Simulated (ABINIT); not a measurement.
**A self-consistent single point of CdSe (F-43m, 2 atoms in the cell) with ABINIT**

Level of theory: LDA (PW92), PAW (JTH v2.0 LDA PAW) (plane waves; ABINIT).

Input as run:

```
# CdSe, JTH v2.0 LDA PAW
pp_dirpath "./"
pseudos "Cd.LDA_PW-JTH.xml, Se.LDA_PW-JTH.xml"
acell 4.2993860063 4.2993860063 4.2993860063 Angstrom
rprim
        -0.0000000000    0.7071067812    0.7071067812
         0.7071067812   -0.0000000000    0.7071067812
         0.7071067812    0.7071067812   -0.0000000000
natom 2
ntypat 2
znucl 48 34
typat 1 2
xred
         0.0000000000    0.0000000000    0.0000000000
         0.2500000000    0.2500000000    0.2500000000
ecut 20
pawecutdg 40
ixc 7
occopt 3
tsmear 0.01 eV
nband 14
kptopt 1
ngkpt 5 5 5
nshiftk 1
shiftk 0 0 0
nstep 100
tolvrs 1.0e-11
prtwf 0
prtden 0
enunit 2
```

The program printed (abridged):

```
 Symmetries : space group F-4 3 m (#216); Bravais cF (face-center cubic)

 -outvars: echo values of preprocessed input variables --------
            acell      8.1246620915E+00  8.1246620915E+00  8.1246620915E+00 Bohr
             ecut      2.00000000E+01 Hartree
           enunit           2
              ixc           7
         kptrlatt        5    0    0      0    5    0      0    0    5
          kptrlen      4.06233105E+01
            natom           2
            nband          14
            ngfft          36      36      36
          ngfftdg          48      48      48
             nkpt          10
            nstep         100
             nsym          24
           ntypat           2
           occopt           3
        pawecutdg      4.00000000E+01 Hartree
            rprim     -0.0000000000E+00  7.0710678120E-01  7.0710678120E-01
                       7.0710678120E-01 -0.0000000000E+00  7.0710678120E-01
                       7.0710678120E-01  7.0710678120E-01 -0.0000000000E+00
          spgroup         216
           tolvrs      1.00000000E-11
           tsmear      3.67493254E-04 Hartree
            typat      1  2
           useylm           1
             xred      0.0000000000E+00  0.0000000000E+00  0.0000000000E+00
                       2.5000000000E-01  2.5000000000E-01  2.5000000000E-01
            znucl       48.00000   34.00000

== DATASET  1 ==================================================================

 Exchange-correlation functional for the present dataset will be:
  LDA: Perdew-Wang 92 LSD fit to Ceperley-Alder data - ixc=7
 Citation for XC functional:
  J.P.Perdew and Y.Wang, PRB 45, 13244 (1992)

 Real(R)+Recip(G) space primitive vectors, cartesian coordinates (Bohr,Bohr^-1):
 R(1)=  0.0000000  5.7450037  5.7450037  G(1)= -0.0870321  0.0870321  0.0870321
 R(2)=  5.7450037  0.0000000  5.7450037  G(2)=  0.0870321 -0.0870321  0.0870321
 R(3)=  5.7450037  5.7450037  0.0000000  G(3)=  0.0870321  0.0870321 -0.0870321
 Unit cell volume ucvol=  3.7922846E+02 bohr^3
 Angles (23,13,12)=  6.00000000E+01  6.00000000E+01  6.00000000E+01 degrees

 Coarse grid specifications (used for wave-functions):

 getcut: wavevector=  0.0000  0.0000  0.0000  ngfft=  36  36  36
         ecut(hartree)=     20.000   => boxcut(ratio)=   2.20098

 Fine grid specifications (used for densities):

 getcut: wavevector=  0.0000  0.0000  0.0000  ngfft=  48  48  48
         ecut(hartree)=     40.000   => boxcut(ratio)=   2.07511

   1.00008315E+03                                ecore*ucvol(ha*bohr**3)

_setup2: Arith. and geom. avg. npw (full set) are    1621.448    1621.435

--- !BeginCycle
solver: {iscf: 17, nstep: 100, nline: 4, wfoptalg: 10, }
tolerances: {tolvrs: 1.00E-11, }
...

     iter   Etot(hartree)      deltaE(h)  residm     nres2
 ETOT  1  -57.325494213872    -5.733E+01 1.073E-01 3.940E+00
 ETOT  2  -57.392271238060    -6.678E-02 7.588E-03 6.538E-01
 ETOT  3  -57.392233667241     3.757E-05 3.595E-03 2.264E-01
 ETOT  4  -57.392587976823    -3.543E-04 4.480E-03 3.860E-02
 ETOT  5  -57.392709830735    -1.219E-04 4.847E-03 6.829E-04
 ETOT  6  -57.392732911931    -2.308E-05 4.183E-03 9.370E-05
   [... 11 lines left out ...]
 ETOT 18  -57.392739976971    -1.983E-10 1.383E-05 2.567E-10
 ETOT 19  -57.392739977066    -9.483E-11 2.011E-05 9.231E-11
 ETOT 20  -57.392739977109    -4.386E-11 1.061E-05 5.309E-11
 ETOT 21  -57.392739977132    -2.206E-11 1.168E-05 1.547E-11
 ETOT 22  -57.392739977143    -1.178E-11 6.682E-06 2.934E-14

 At SCF step   22       nres2   =  2.93E-14 < tolvrs=  1.00E-11 =>converged.

 Cartesian components of stress tensor (hartree/bohr^3)
  sigma(1 1)=  6.36404906E-05  sigma(3 2)=  0.00000000E+00
  sigma(2 2)=  6.36404906E-05  sigma(3 1)=  0.00000000E+00
  sigma(3 3)=  6.36404906E-05  sigma(2 1)=  0.00000000E+00

 ----iterations are completed or convergence reached----

 reduced coordinates (array xred) for    2 atoms
       0.000000000000      0.000000000000      0.000000000000
       0.250000000000      0.250000000000      0.250000000000
 cartesian forces (eV/Angstrom) at end:
    1     -0.00000000000000    -0.00000000000000    -0.00000000000000
    2     -0.00000000000000    -0.00000000000000    -0.00000000000000
 frms,max,avg= 0.0000000E+00 0.0000000E+00   0.000E+00  0.000E+00  0.000E+00 e/A
 length scales=  8.124662091468  8.124662091468  8.124662091468 bohr
              =  4.299386006300  4.299386006300  4.299386006300 angstroms
 Fermi (or HOMO) energy (hartree) =   0.05360   Average Vxc (hartree)=  -0.33675
 Eigenvalues (hartree) for nkpt=  10  k points:
 kpt#   1, nband= 14, wtk=  0.00800, kpt=  0.0000  0.0000  0.0000 (reduced coord)
  -0.41871   -0.24447   -0.24447   -0.24447   -0.23052   -0.23052    0.04763    0.04763
   0.04763    0.05917    0.26030    0.26030    0.26030    0.39602
      occupation numbers for kpt#   1
   2.00000    2.00000    2.00000    2.00000    2.00000    2.00000    2.00000    2.00000
   2.00000    0.00000    0.00000    0.00000    0.00000    0.00000
 prteigrs : prtvol=0 or 1, do not print more k-points.

 Fermi (or HOMO) energy (eV) =   1.45851   Average Vxc (eV)=  -9.16338
 Eigenvalues (   eV  ) for nkpt=  10  k points:
 kpt#   1, nband= 14, wtk=  0.00800, kpt=  0.0000  0.0000  0.0000 (reduced coord)
 -11.39366   -6.65250   -6.65250   -6.65250   -6.27283   -6.27283    1.29602    1.29602
   1.29602    1.61002    7.08309    7.08309    7.08309   10.77612
 prteigrs : prtvol=0 or 1, do not print more k-points.

--- !EnergyTerms
comment             : Components of total free energy in Hartree
kinetic             :  1.62516494511569E+01
hartree             :  1.47974486606091E+01
xc                  : -9.48346913524437E+00
Ewald energy        : -4.09379179164634E+01
psp_core            :  2.63715214918740E+00
local_psp           : -4.49625266956765E+01
spherical_terms     :  4.30492338872704E+00
internal            : -5.73927400977038E+01
'-kT*entropy'       : -5.16681091590034E-11
total_energy        : -5.73927400977555E+01
total_energy_eV     : -1.56173588157724E+03
...

-Cartesian components of stress tensor (GPa)         [Pressure= -1.8724E+00 GPa]
- sigma(1 1)=  1.87236756E+00  sigma(3 2)=  0.00000000E+00
- sigma(2 2)=  1.87236756E+00  sigma(3 1)=  0.00000000E+00
- sigma(3 3)=  1.87236756E+00  sigma(2 1)=  0.00000000E+00

 Calculation completed.
```

The run converged in 22 iterations.

The starting cell has typed, rounded lattice constants, without a prior relaxation at this level. Its lattice was rescaled by up to half a per cent.

These are the values that this program gave, and no reference: the one-centre exchange-correlation terms come from a truncated expansion.
